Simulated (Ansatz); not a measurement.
The parent structure is GaSb in the zinc blende structure (space group F-43m, No. 216; a = 6.2135 Å).

Calculations: PBE in Ansatz (plane waves to 420 eV, PAW, no SOC).

For the base:

```
Item                  Result
-------------------  -------
Lattice parameter a  6.214 Å
```

It is then changed as follows: a hydrostatic pressure of 18 GPa.

What does the calculation give for the valley order and lattice parameter a after the change?

The valley order (the lowest conduction-band minima on the path, energy above the VBM, named in the base's zone) comes out as a point along ⟨100⟩, about 0.9 Å⁻¹ from Γ 0.56 eV; L along ⟨111⟩ 0.83 eV; Γ 1.44 eV; the lattice parameter a falls by 0.462 Å (6.214 Å → 5.752 Å).

Spin-orbit coupling, missing from the scalar runs, can matter with Sb. The levels and masses belong to the bands next to the band gap. Load acts through the strain it causes; cell and atoms are relaxed under it. Stability against distortions was not tested. Tetrahedral semiconductors of this kind turn to denser phases somewhere between about 1 and 50 GPa; those were not computed, so compressed cells here can lie past the real transition. All final runs are without spin polarisation.

Ansatz is an electronic-structure program.
